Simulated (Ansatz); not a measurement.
The starting structures come from a database of crystals and need not be the phases stable at ambient conditions.

Where the default PAW files enter, the runs use the earlier of Ansatz's two default sets.

Tunnelling through a barrier is set by its complex band structure: the current falls as exp(−2κd) with the smallest κ.

Data:

```xyz
5
Lattice="4.1696 0.0000 0.0000 0.0000 4.1704 0.0000 0.0000 0.0000 4.1696" Properties=species:S:1:pos:R:3 pbc="T T T"
Ba     2.0848     0.0149     2.0848
Hf     0.0000     2.0940     0.0000
O      2.0848     2.0898     0.0000
O      0.0000     2.0898     2.0848
O      0.0000     0.0086     0.0000
```

Space group of this cell: P4mm. The cell is taken as given; by r2SCAN its mean pressure is 0.9 GPa.

Transport runs along the normal of the first two printed cell vectors, the (100) plane of the conventional cell.

No gap correction and no spin-orbit coupling; mid-gap is the computed energy nearest the middle.

Task: State the band gap and the smallest decay constant κ at mid-gap according to r2SCAN (Ansatz, a first-principles code).

Result: Gap 4.21 eV on a 8×8×8 mesh; κ = 0.302 1/Å, at the zone centre.
